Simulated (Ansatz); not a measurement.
Seebeck coefficient (μV/K, mean over directions) of p-type CaO (Fm-3m) against carrier density, PBE, rigid bands (Ansatz, an electronic-structure program). Computed gap 3.65 eV; densities at which minority carriers matter at this gap, or further valleys turn the trend, are left out. Conductivity mass 1.37 mₑ (harmonic mean over directions), N_v = 1.5e20 cm⁻³ at 300 K.

```tsv
hole density	300 K	500 K
1e16 cm⁻³	1046	1118
1e17 cm⁻³	[?]	[?]
1e18 cm⁻³	649	721
3e18 cm⁻³	555	626
1e19 cm⁻³	451	523
3e19 cm⁻³	358	429
1e20 cm⁻³	258	327
3e20 cm⁻³	173	238
1e21 cm⁻³	[?]	151
```

**Question.** Fill in the missing entries.

**Answer.** 
- 1e17 cm⁻³, 300 K: 848
- 1e17 cm⁻³, 500 K: 919
- 1e21 cm⁻³, 300 K: 98

Rigid bands with a gap fixed in temperature, one relaxation time for all states, no polarons or phonon drag, and whether or not such doping can be reached. Spin-orbit coupling is left out; where it splits the top of the valence band, N_v and the p-type Seebeck coefficient come out somewhat high without it. Geometry: cell and atoms relaxed with PBEsol.
